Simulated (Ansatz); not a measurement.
Worked example: self-consistent single point of BaCuTeF (P4mm, 8 atoms in the cell) in Ansatz (a quantum-chemistry and plane-wave program).

Method: PBEsol, default PAW files made with PBE (plane waves; Ansatz).

```
BaCuTeF
1.0
    4.42657     0.00000     0.00000
    0.00000     4.42657     0.00000
    0.00000     0.00000     9.47902
Ba Cu Te F
2 2 2 2
Cartesian
  0.00000   2.21328   6.29506
  2.21328   0.00000   3.23396
  0.00000   0.00000   0.00000
  2.21328   2.21328   0.00000
  2.21328   0.00000   7.97072
  0.00000   2.21328   1.50830
  2.21328   2.21328   4.73951
  0.00000   0.00000   4.73951
```

Reference input (self-consistent single point, DFT, PBEsol, plane waves, default PAW files made with PBE): basis.ecutwfc = 30.9 Ry; kpoints.mp_grid.grid = 6 6 3; hamiltonian.xc = pbesol; hamiltonian.pseudopotentials = {kind: paw} (the program's default PAW files); scf.occupations.method = fermi_dirac; scf.occupations.width = 0.0007 Ry. This run's input differs from it in these lines:

Ansatz 0.2 input:
```diff
@@ -19,3 +19,4 @@
   mp_grid:
-    grid: [6, 6, 3]
+    grid: [7, 7, 3]
+    shift: [0.5, 0.5, 0.5]
 hamiltonian:
```

Log, with long lists cut:

```
SCF iter   1: F=—  HF=-40316.541707 eV  |F-HF|=—  |Δ(HF+E_count)|=         —  Δρ=1.09e-2  dr2=1.52e-1  ethr=1.77e-3  ⟨swp⟩=7.5  Hψ=6160  notcnv=0  defer=6
all-band conjugate gradients solve this SCF's bands
preconditioner: auto → Resta (q_TF=auto, 2.477 Å⁻¹)
SCF iter   2: F=—  HF=-40316.520795 eV  |F-HF|=—  |Δ(HF+E_count)|=   2.09e-2  Δρ=7.02e-3  dr2=5.97e-2  ethr=1.46e-4  ⟨swp⟩=3.0  Hψ=2645  notcnv=0  defer=113
   [... lines left out ...]
SCF iter   6: F=—  HF=-40316.505828 eV  |F-HF|=—  |Δ(HF+E_count)|=   5.61e-5  Δρ=1.35e-4  dr2=2.12e-5  ethr=1.19e-7  ⟨swp⟩=2.0  Hψ=1986  notcnv=0  defer=113
SCF iter   7: F=—  HF=-40316.505871 eV  |F-HF|=—  |Δ(HF+E_count)|=   4.28e-5  Δρ=2.93e-5  dr2=1.47e-6  ethr=2.04e-8  ⟨swp⟩=2.0  Hψ=1849  notcnv=0  defer=113
SCF iter   8: F=—  HF=-40316.505871 eV  |F-HF|=—  |Δ(HF+E_count)|=   2.52e-7  Δρ=4.71e-6  dr2=4.28e-8  ethr=9.62e-11  ⟨swp⟩=11.5  Hψ=7760  notcnv=0
SCF iter   9: F=-40316.505871 eV  HF=-40316.505871 eV  |F-HF|=4.63e-9  |Δ(HF+E_count)|=  4.51e-10  Δρ=3.29e-6  dr2=2.01e-8  ethr=4.11e-11  ⟨swp⟩=4.3  Hψ=4603  notcnv=0
SCF 1 converged in 9 iterations: F = -40316.505871 eV  dr2 = 2.01e-8
Free energy (F): -40316.505871 eV
Internal energy: -40316.505871 eV  (E = F + TS)
E sigma→0 (E₀):  -40316.505871 eV
Fermi energy:    10.357463 eV
--- Forces (eV/Å), atoms counted from 1 ---
  atom   1  Ba     0.00000000     0.00000000    -0.40873159
  atom   2  Ba     0.00000000     0.00000000     0.29132790
  atom   3  Cu     0.00000000     0.00000000     0.01657494
  atom   4  Cu     0.00000000     0.00000000     0.01657494
  atom   5  Te     0.00000000     0.00000000     0.16914411
  atom   6  Te     0.00000000     0.00000000    -0.17964137
  atom   7  F     -0.00000000     0.00000000     0.04737404
  atom   8  F      0.00000000     0.00000000     0.04737404
--- Stress (GPa, compression-positive) ---
       -2.931468       0.000000       0.000000
        0.000000      -2.931468       0.000000
        0.000000       0.000000      -2.775910
  P = ⅓ Tr σ = -2.8796 GPa (-28.796 kbar)
  The stress holds the Pulay correction. Without it, at fixed plane waves, as pw.x and ABINIT print it: P = -3.0407 GPa
```

The run converged in 9 iterations. Against the reference run the free energy is nearly the same (within 1 meV/atom), the pressure moves little (-2.87 to -2.88 GPa), the largest force hardly changes (0.406 to 0.409 eV/Å) and the gap on the mesh goes from 0.876 to 1.356 eV.

The starting cell comes from a database of computed structures (which also holds hypothetical and non-ambient phases and stackings), without a prior relaxation at this level. Its lattice was rescaled by up to half a per cent. One atom was moved a little off its site on purpose. Spin-orbit coupling is off. Ansatz's pressure includes its estimate of the finite-basis (Pulay) stress. Another mesh or the band path of this cell gives a smaller gap, so this value is not converged in the mesh.

Cost on one core of a shared machine: roughly 30 s.
